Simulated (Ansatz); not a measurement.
Start from TiN in the rock salt structure (space group Fm-3m, No. 225; a = 4.234 Å; relaxed with 0.1 eV smearing). Axes: x, y, z lie along the cube axes.

All numbers come from r2SCAN (Ansatz, a program for electronic structure, PAW, spin-orbit coupling left out), earlier PAW set.

Strains are applied to the cell and any free atomic positions relax; under biaxial strain the out-of-plane vector relaxes too; under stress the whole cell relaxes.

One change was made to it. Results:

| quantity | base | after |
|---|---|---|
| volume per atom | 9.49 Å³ | 9.52 Å³ |
| energy relative to the base (free energy F) | 0 meV/atom | +0.5 meV/atom |

Name the change that was made.
(A) uniaxial stress, 3 GPa tension along z
(B) biaxial strain +2.38 %, plane normal [001], relaxed out of plane
(C) tensor shear ε_xy = −1.83 %
(D) biaxial strain +2.30 %, plane normal [001], relaxed out of plane

A, uniaxial stress, 3 GPa tension along z. For comparison, the energy relative to the base in the other runs: tensor shear ε_xy = −1.83 % gives +7.1 meV/atom; biaxial strain +2.30 %, plane normal [001], relaxed out of plane gives +20 meV/atom; biaxial strain +2.38 %, plane normal [001], relaxed out of plane gives +21 meV/atom.

Stability under load was not tested beyond the relaxation. All final runs are without spin polarisation. An odd electron count without spin: TiN.
